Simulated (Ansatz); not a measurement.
## BAs: pressure series

Take BAs in the zinc blende structure (space group F-43m, No. 216) as the base.

```cif
data_AsB
_chemical_formula_sum 'B1 As1'
_space_group_name_H-M_alt 'P 1'
_space_group_IT_number 1
_cell_length_a 3.37141
_cell_length_b 3.37141
_cell_length_c 3.37141
_cell_angle_alpha 60.000
_cell_angle_beta 60.000
_cell_angle_gamma 60.000
loop_
_space_group_symop_operation_xyz
  'x, y, z'
loop_
_atom_site_label
_atom_site_type_symbol
_atom_site_fract_x
_atom_site_fract_y
_atom_site_fract_z
_atom_site_occupancy
B1 B 0.00000 0.00000 0.00000 1
As1 As 0.25000 0.25000 0.25000 1
```

Cell and atoms are relaxed at each pressure.

Computed with PBEsol (Ansatz, a first-principles code), scalar-relativistic without spin-orbit coupling.

Candidates:
(a) pressure 9 GPa
(b) pressure 15 GPa
(c) pressure 4.5 GPa
(d) pressure 2.1 GPa
(e) pressure 30 GPa

Before the change:

The smallest direct gap is 3.25 eV.

**Question.** Order them by smallest direct gap, lowest first.

**Answer.** (d) pressure 2.1 GPa (3.27 eV), (c) pressure 4.5 GPa (3.29 eV), (a) pressure 9 GPa (3.32 eV), (b) pressure 15 GPa (3.37 eV), (e) pressure 30 GPa (3.47 eV)

Load acts through the strain it causes; cell and atoms are relaxed under it. Stability against distortions was not tested. Competing high-pressure phases were not computed.
